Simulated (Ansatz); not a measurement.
Base system: Al$_{2}$O$_{3}$ in the corundum structure (space group R-3c, No. 167).

```
CELL_PARAMETERS angstrom
      2.38689     1.37807     4.33822
     -2.38689     1.37807     4.33822
      0.00000    -2.75614     4.33822
ATOMIC_POSITIONS crystal
  Al 0.64792 0.64792 0.64792
  Al 0.14792 0.14792 0.14792
  Al 0.35208 0.35208 0.35208
  Al 0.85208 0.85208 0.85208
  O  0.75000 0.44414 0.05586
  O  0.05586 0.75000 0.44414
  O  0.25000 0.55586 0.94414
  O  0.55586 0.94414 0.25000
  O  0.94414 0.25000 0.55586
  O  0.44414 0.05586 0.75000
```

Cartesian axes are those of the cell as printed.

Computed with PBEsol, PAW, 420 eV (Ansatz, an electronic-structure program; scalar-relativistic without spin-orbit coupling).

Strains are applied to the cell and any free atomic positions relax.

One change was made to it. Results:

```json
[
 {"quantity": "shortest interatomic distance", "base": "3.517 bohr", "after": "3.489 bohr"},
 {"quantity": "band gap", "base": "6.03 eV", "after": "6.01 eV"},
 {"quantity": "valence-band top at Γ (three highest levels, from the VBM)", "base": "0.00, -0.04, -0.04 eV", "after": "0.00, -0.05, -0.06 eV"},
 {"quantity": "energy relative to the base (free energy F)", "base": "0 meV/atom", "after": "+3.9 meV/atom"},
 {"quantity": "pressure (mean of the normal stresses, compression positive)", "base": "0.00 GPa", "after": "0.25 GPa"}
]
```

### Question
Name the change that was made.
(A) tensor shear ε_xz = +0.40 %
(B) tensor shear ε_xz = +2.00 %
(C) tensor shear ε_xz = +1.60 %
(D) tensor shear ε_xz = +1.20 %

### Answer
C, tensor shear ε_xz = +1.60 %. For comparison, the valence-band top at Γ in the other runs: tensor shear ε_xz = +2.00 % gives 0.00, -0.05, -0.07 eV; tensor shear ε_xz = +1.20 % gives 0.00, -0.04, -0.05 eV; tensor shear ε_xz = +0.40 % gives 0.00, -0.04, -0.04 eV.

Stability against distortions was not tested.
